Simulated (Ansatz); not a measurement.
Take PbI2 in the CdI2 type structure (space group P-3m1, No. 164) as the base.

```
CELL_PARAMETERS angstrom
      4.55930     0.00000     0.00000
     -2.27965     3.94847     0.00000
      0.00000     0.00000     6.97268
ATOMIC_POSITIONS crystal
  Pb 0.00000 0.00000 0.00000
  I  0.33333 0.66667 0.27092
  I  0.66667 0.33333 0.72908
```

Cartesian axes are those of the cell as printed.

Computed with PBE-D3(BJ) (Ansatz, a quantum-chemistry and plane-wave program, PAW, no SOC), earlier PAW set.

It is then changed as follows: an isotropic linear strain of −2.47 %; the atoms relax in the strained cell.

Task: Predict the stress tensor and what it implies for the stiffness.

Result: Stress of the strained cell less that of the base (GPa, compression positive):
```
   1.39    0.00    0.00
   0.00    1.39    0.00
   0.00    0.00    1.32
```

Then B = −ΔP/(ΔV/V₀) with ΔV/V₀ = -0.0723 gives secant stiffness values (nonlinear terms included at this strain): B (at held cell shape, above the free-shape value) ≈ 19 GPa.

As a check, the harmonic strain energy −½ V₀ Δσ:ε is 13 meV/atom; the computed energy rise is 12 meV/atom.

Whether these cells are dynamically stable was not tested.
